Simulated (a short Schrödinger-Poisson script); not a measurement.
## Symmetric double-gate stack, Al2O3 on p-type GaN

Stack: symmetric double-gate stack, Al2O3 on p-type GaN, at 300 K.

```
layer  material  thickness (nm)  Na (cm⁻³)
-----  --------  --------------  ---------
1         Al2O3             6.3          -
2           GaN              14       4e15
3         Al2O3             6.3          -
```

The device is made up for the run: typed textbook-type constants, with dimensions and the other settings drawn at random. Al2O3: permittivity 9, conduction-band edge (eV) 2.75, gap (eV) 6.8, electron mass (mₑ) 0.3. GaN: permittivity 9.5, conduction-band edge (eV) 0, gap (eV) 3.43, Nv at 300 K (cm⁻³) 4.6e19.

Channel valleys (confinement mass, in-plane density-of-states mass, number): Γ 0.2, 0.2, 1. At the gates, both at one voltage, the conduction-band edge of layer 1 lies 2.82 eV − eVg above the Fermi level of the channel. Gaps are held at their typed values at every temperature. Mesh 0.03 nm at interfaces.

Solved with a short Schrödinger-Poisson script written for these runs: 1D Poisson equation in equilibrium, electrons quantum, Hartree (BenDaniel-Duke, 12 states a valley, the channel's in-plane mass for all, wave functions free to enter the dielectric), parabolic valleys, classical holes, full ionisation, no traps, pinning or gate leakage.

```
Vg (V)  electrons (cm⁻²)  C (μF/cm²)  Γ E0 (meV)  Γ E1 (meV)
------  ----------------  ----------  ----------  ----------
-0.3              1.32e6     < 0.003       379.3       405.6
-0.2              6.30e7     < 0.003       279.3       305.6
-0.1              2.98e9      0.0186       179.6       205.8
0                9.88e10       0.449        89.0       114.5
0.1              6.34e11        1.18        40.5        62.4
0.2              1.47e12        1.47        18.0        35.5
0.3              2.44e12        1.62         3.8        17.5
0.4              3.48e12        1.72        -6.9         3.7
0.5              4.58e12        1.78       -16.0        -7.8
0.6              5.70e12        1.83       -24.2       -17.8
0.7              6.86e12        1.87       -31.9       -26.9
0.8              8.04e12        1.90       -39.3       -35.3
0.9              9.23e12        1.93       -46.4       -43.3
1                1.04e13        1.95       -53.4       -50.9
1.1              1.17e13        1.97       -60.3       -58.3
1.2              1.29e13        1.98       -67.2       -65.6
1.3              1.41e13        2.00       -73.9       -72.6
1.4              1.54e13        2.01       -80.7       -79.6
1.5              1.66e13        2.02       -87.4       -86.5
1.6              1.79e13        2.03       -94.1       -93.4
```

Gate voltages with under 1e6 electrons/cm² are left out.

Subbands count from the Fermi level. The capacitance is that of both gates.

In real p-type GaN the Mg acceptor is only partly ionised, and so wide a gap doesn't supply an inversion layer without source and drain.
